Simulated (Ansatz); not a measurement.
Ansatz (a program for electronic structure), DFT, PBE, plane waves, its default PAW files, spin-polarised: fcc Ni, atoms displaced (Ni32), 32 atoms, spin-polarised from a ferromagnetic start (1 μB on Ni). Basis and mesh were picked for this test and aren't claimed converged.

```yaml
cell: 7.05, 7.05, 7.05 Å; 90, 90, 90°
distance_to_the_nearest_atom: 2.39 to 2.46 Å
task: single point
k mesh: 4×4×4
hamiltonian.xc: pbe
kind_of_files: paw
scf.occupations.method: fermi_dirac
scf.occupations.width: 0.1 eV
output.forces: true
magnetization.spin_polarized: true
memory maximum (--max-ram): 200GiB
accuracy: medium (default)
basis.precision: auto (default)
basis.xc_grid: 2 (default)
scf.eigensolver.kind: auto (default)
scf.mixing.algorithm: auto (default)
scf.mixing.preconditioner: auto (default)
scf.convergence.dr2_threshold: 1e-07 (default)
scf.lower_state_search: light (default)
k-points after symmetry (for each spin): 36
bands_at_the_start: 365
electrons: 576
plane waves at Γ: 6859
cutoff (eV): 420
FFT grid: 48×48×48
symmetry_operations: 1
```

It runs on a single node (Arm Neoverse V2, 96 cores on 1 socket, no SMT, 1 L3 cache group; 94 cores' worth of CPU time may be used).

Wall times, medians of two to five repeats, each run alone on the node (launch to exit). Processes are pinned to neighbouring cores unless said otherwise. Build: release build for Arm (Neoverse V2), one process with threads. Other compilers and libraries give other times. Scratch files lie in a memory file system.

Started as
```bash
OMP_NUM_THREADS=72 ANSATZ_TIMINGS=1 ansatz run --backend cpu --threads 72 --max-ram 200GiB --events-out run.ndjson --runs-dir run.runs --progress --plain run.yaml
```
(72 threads) it takes 86 s and 20 SCF iterations.

### Question
How long does it take after this change: 64 threads?

### Answer
About 94 s (2 runs within 1 %): 1.1× as long, on 64 cores in place of 72, so 0.97× the core-time. The largest move is in band solves (diag): 66 s to 71 s. What the program resolved moves too: eigensolver slots from 72 to 64. Applications of H to a band go from 883957 to 883731. Change in the result: energy under 0.001 meV/atom, forces (largest component) under 0.001 meV/Å, magnetization under 0.001 μB/atom, absolute magnetization under 0.001 μB/atom.

Keys are those of Ansatz 0.2.
